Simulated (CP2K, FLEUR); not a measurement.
A CP2K input for a self-consistent single point of TiPt3 (Pm-3m, 4 atoms in the cell) (DFT PBE, GPW, DZVP-MOLOPT-SR-GTH basis, GTH-PBE potentials (GTH_POTENTIALS)):

```
&GLOBAL
  PROJECT bulk
  RUN_TYPE ENERGY_FORCE
  PRINT_LEVEL LOW
&END GLOBAL
&FORCE_EVAL
  METHOD Quickstep
  STRESS_TENSOR ANALYTICAL
  &DFT
    BASIS_SET_FILE_NAME BASIS_MOLOPT
    POTENTIAL_FILE_NAME GTH_POTENTIALS
    &QS
      METHOD GPW
      EPS_DEFAULT 1E-10
    &END QS
    &MGRID
      CUTOFF 600
      REL_CUTOFF 60
      NGRIDS 5
    &END MGRID
    &SCF
      SCF_GUESS ATOMIC
      EPS_SCF 1E-7
      MAX_SCF 100
      ADDED_MOS 11
      &DIAGONALIZATION
        ALGORITHM STANDARD
      &END DIAGONALIZATION
      &MIXING
        METHOD BROYDEN_MIXING
        ALPHA 0.3
        NBUFFER 10
        BETA 1.5
      &END MIXING
      &SMEAR ON
        METHOD GAUSSIAN
        SIGMA [eV] 0.1
      &END SMEAR
    &END SCF
    &KPOINTS
      SCHEME MONKHORST-PACK 6 6 6
      GAMMA_CENTERED T
    &END KPOINTS
    &XC
      &XC_FUNCTIONAL PBE
      &END XC_FUNCTIONAL
    &END XC
    &PRINT
      &MO
        EIGENVALUES T
        OCCUPATION_NUMBERS T
        NDIGITS 8
        FILENAME mo
        &EACH
          QS_SCF 0
        &END EACH
        ADD_LAST NUMERIC
      &END MO
      &MULLIKEN OFF
      &END MULLIKEN
    &END PRINT
  &END DFT
  &SUBSYS
    &CELL
      A 3.92453000 0.00000000 0.00000000
      B 0.00000000 3.92453000 0.00000000
      C 0.00000000 0.00000000 3.92453000
      PERIODIC XYZ
    &END CELL
    &COORD
      SCALED
      Ti       0.00000000     0.00000000     0.00000000
      Pt       0.50000000     0.50000000     0.00000000
      Pt       0.00000000     0.50000000     0.50000000
      Pt       0.50000000     0.00000000     0.50000000
    &END COORD
    &KIND Ti
      BASIS_SET DZVP-MOLOPT-SR-GTH-q12
      POTENTIAL GTH-PBE-q12
    &END KIND
    &KIND Pt
      BASIS_SET DZVP-MOLOPT-SR-GTH-q18
      POTENTIAL GTH-PBE-q18
    &END KIND
  &END SUBSYS
  &PRINT
    &FORCES ON
    &END FORCES
    &STRESS_TENSOR ON
    &END STRESS_TENSOR
  &END PRINT
&END FORCE_EVAL
```

Problem. Give the FLEUR input for the same structure, mesh, smearing and functional.

Solution. One input that does it (others would too):

Input of the input generator:

```
scf TiPt3
&input film=f /
1.0000000000 0.0000000000 0.0000000000
0.0000000000 1.0000000000 0.0000000000
0.0000000000 0.0000000000 1.0000000000
7.4162868679
1.0 1.0 1.0

4
22 0.0000000000 0.0000000000 0.0000000000
78 0.5000000000 0.5000000000 0.0000000000
78 0.0000000000 0.5000000000 0.5000000000
78 0.5000000000 0.0000000000 0.5000000000

&comp jspins=1 /
&kpt div1=6 div2=6 div3=6 gamma=t /
&end /
```

```xml
<?xml version="1.0" encoding="UTF-8" standalone="no"?>
<fleurInput fleurInputVersion="0.39">
   <comment>
      scf TiPt3                                                                                           
   </comment>
   <calculationSetup>
      <cutoffs Kmax="4.1" Gmax="14.3" GmaxXC="14.3" numbands="0"/>
      <scfLoop itmax="80" minDistance="0.00001" maxIterBroyd="15" imix="Anderson" alpha="0.05" precondParam="0.0" spinf="2.0"/>
      <coreElectrons ctail="T" frcor="F" kcrel="0" coretail_lmax="0"/>
      <xcFunctional name="pbe" relativisticCorrections="F"/>
      <magnetism jspins="1"/>
      <soc l_soc="F" theta="0.0" phi="0.0" spav="F"/>
      <expertModes spex="0" secvar="F"/>
      <geometryOptimization l_f="T" forcealpha="1.0" forcemix="BFGS" epsdisp="0.00001" epsforce="0.00001"/>
      <ldaU l_linMix="F" mixParam="0.05" spinf="1.0"/>
   </calculationSetup>
   <cell>
      <bzIntegration valenceElectrons="60.0" mode="gauss" fermiSmearingEnergy="0.00367493">
         <kPointListSelection listName="default-1"/>
         <!-- k-points included here -->
         <xi:include xmlns:xi="http://www.w3.org/2001/XInclude" href="kpts.xml"> </xi:include>
      </bzIntegration>
      <!-- symmetry operations included here -->
      <xi:include xmlns:xi="http://www.w3.org/2001/XInclude" href="sym.xml"> </xi:include>
      <bulkLattice scale="1.0">
         <bravaisMatrix>
            <row-1>    7.4162868679000002     0.0000000000000000     0.0000000000000000</row-1>
            <row-2>    0.0000000000000000     7.4162868679000002     0.0000000000000000</row-2>
            <row-3>    0.0000000000000000     0.0000000000000000     7.4162868679000002</row-3>
         </bravaisMatrix>
      </bulkLattice>
   </cell>
   <atomSpecies>
      <species name="Titanium (Ti)" element="Ti" atomicNumber="22">
         <mtSphere radius="2.45" gridPoints="847" logIncrement="0.014"/>
         <atomicCutoffs lmax="10" lnonsphr="8"/>
         <electronConfig flipSpins="F">
            <coreConfig>(1s1/2) (2s1/2) (2p1/2) (2p3/2)</coreConfig>
            <valenceConfig>(3s1/2) (3p1/2) (3p3/2) (4s1/2) (3d3/2) (3d5/2)</valenceConfig>
            <stateOccupation state="(3d3/2)" spinUp="0.4" spinDown="0.4"/>
            <stateOccupation state="(3d5/2)" spinUp="0.6" spinDown="0.6"/>
         </electronConfig>
         <energyParameters s="4" p="4" d="3" f="4"/>
         <lo type="SCLO" l="0" n="3" eDeriv="0"/>
         <lo type="SCLO" l="1" n="3" eDeriv="0"/>
      </species>
      <species name="Platinum (Pt)" element="Pt" atomicNumber="78">
         <mtSphere radius="2.45" gridPoints="847" logIncrement="0.016"/>
         <atomicCutoffs lmax="10" lnonsphr="8"/>
         <electronConfig flipSpins="F">
            <coreConfig>(1s1/2) (2s1/2) (2p1/2) (2p3/2) (3s1/2) (3p1/2) (3p3/2) (4s1/2) (3d3/2) (3d5/2) (4p1/2) (4p3/2) (5s1/2) (4d3/2) (4d5/2) (4f5/2) (4f7/2)</coreConfig>
            <valenceConfig>(5p1/2) (5p3/2) (6s1/2) (5d3/2) (5d5/2)</valenceConfig>
            <stateOccupation state="(6s1/2)" spinUp="0.5" spinDown="0.5"/>
            <stateOccupation state="(5d3/2)" spinUp="1.8" spinDown="1.8"/>
            <stateOccupation state="(5d5/2)" spinUp="2.7" spinDown="2.7"/>
         </electronConfig>
         <energyParameters s="6" p="6" d="5" f="5"/>
         <lo type="SCLO" l="1" n="5" eDeriv="0"/>
      </species>
   </atomSpecies>
   <atomGroups>
      <atomGroup species="Titanium (Ti)">
         <relPos label="                   1">.0000000000 .0000000000 .0000000000</relPos>
         <force calculate="T" relaxXYZ="TTT"/>
      </atomGroup>
      <atomGroup species="Platinum (Pt)">
         <relPos label="                   2">1.000/2.000 1.000/2.000 .0000000000</relPos>
         <relPos label="                   3">.0000000000 1.000/2.000 1.000/2.000</relPos>
         <relPos label="                   4">1.000/2.000 .0000000000 1.000/2.000</relPos>
         <force calculate="T" relaxXYZ="TTT"/>
      </atomGroup>
   </atomGroups>
   <output dos="F" band="F" slice="F">
      <checks vchk="F" cdinf="F"/>
      <bandDOS minEnergy="-.5*Htr" maxEnergy="0.5*Htr" sigma="0.015" storeEVData="T"/>
      <vacuumDOS vacdos="F" integ="F" star="F" nstars="0" locx1="0.0" locy1="0.0" locx2="0.0" locy2="0.0" nstm="0" tworkf="0.0"/>
      <unfoldingBand unfoldBand="F" supercellX="1" supercellY="1" supercellZ="1"/>
      <plotting iplot="0" polar="F">
         <plot TwoD="T" vec1="  1.0  0.0  0.0" vec2="  0.0  1.0  0.0" vec3="  0.0  0.0  1.0" zero="  0.0  0.0  0.0" file="plot"/>
      </plotting>
      <chargeDensitySlicing numkpt="0" minEigenval="0.0" maxEigenval="0.0" nnne="0" pallst="F"/>
      <specialOutput eonly="F"/>
      <magneticCircularDichroism mcd="F" energyLo="-10.0" energyUp="0.0"/>
   </output>
  <!-- We include the file relax.xml here to enable relaxations (see documentation) -->
  <xi:include xmlns:xi="http://www.w3.org/2001/XInclude" href="relax.xml"> <xi:fallback/> </xi:include>
</fleurInput>
```

Basis settings and potentials, where a program has them, do not carry over. This input uses DFT, PBE, all-electron FLAPW (FLEUR), scalar-relativistic valence.

The starting cell comes from a database of computed structures (which also holds hypothetical and non-ambient phases and stackings), without a prior relaxation at this level.
